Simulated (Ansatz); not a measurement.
The starting structures come from a database of crystals and need not be the phases stable at ambient conditions.

 Where the default PAW files enter, the runs use the earlier of Ansatz's two default sets.

The decay constant κ of evanescent states in the gap governs leakage through a thin film.

Input:

```yaml
crystal:
  lattice:
    - [4.39279, 0.00000, 0.00000]
    - [0.00000, 4.39279, 0.00000]
    - [0.00000, 0.00000, 6.23962]
  atoms:
    - { symbol: Ag, position: [0.00000, 0.00000, 0.00000] }
    - { symbol: Ag, position: [0.50000, 0.50000, 0.00000] }
    - { symbol: I, position: [0.00000, 0.50000, 0.69990] }
    - { symbol: I, position: [0.50000, 0.00000, 0.30010] }
```

Space group of this cell: P4/nmm. The cell was relaxed by PBE-D3(BJ); by PBEsol its mean pressure is -1.0 GPa.

Transport runs along the normal of the first two printed cell vectors, the (001) plane of the conventional cell.

The gap is the functional's own, uncorrected, and κ follows it; spin-orbit coupling is left out. Mid-gap values are interpolated between the computed energies.

Problem. State the band gap and the smallest decay constant κ at mid-gap according to PBEsol (Ansatz, an electronic-structure program).

Solution. Gap 1.12 eV on a 8×8×6 mesh; κ = 0.167 1/Å, at the zone centre.
